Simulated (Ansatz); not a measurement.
CdS: biaxial strain +0.79 %, plane normal [001], relaxed out of plane

Take CdS in the wurtzite structure (space group P6_3mc, No. 186; a = 4.123 Å, c = 6.711 Å) as the base. Axes: x lies along a and z along c of the hexagonal cell.

Now apply this change: biaxial strain +0.79 %, plane normal [001], relaxed out of plane (Cartesian); in-plane vectors clamped, the third vector and the atoms free.

Calculations: PBEsol (Ansatz, an electronic-structure program; PAW; 420 eV plane waves; without spin-orbit coupling). Γ-centred 9×9×5 mesh, Fermi–Dirac width 0.05 eV.

| quantity | base | changed | shift |
|---|---|---|---|
| volume per atom | 24.71 Å³ | 24.91 Å³ | +0.20 Å³ |
| space group | P6_3mc (No. 186) | P6_3mc (No. 186) | – |
| band gap | 1.09 eV | 1.10 eV | +0.01 eV |
| gap character | direct at Γ | direct at Γ | – |
| width of the top valence band | 1.74 eV | 1.71 eV | -0.037 eV |
| valence-band top at Γ (three highest levels, from the VBM) | 0.00, 0.00, -0.05 eV | 0.00, 0.00, 0.00 eV | – |
| out-of-plane strain | – | -0.76 % | – |
| mean in-plane stress (compression positive) | – | -0.7 GPa | – |

Final structure (turned so that z lies along the plane normal):

```
CdS
1.0
    4.15605     0.00000     0.00000
    2.07802     3.59924     0.00000
    0.00000     0.00000     6.66005
Cd S
2 2
Cartesian
  4.15605   2.39950   0.01768
  2.07802   1.19975   3.34770
  4.15605   2.39950   4.14619
  2.07802   1.19975   0.81616
```

Whether these cells are dynamically stable was not tested.
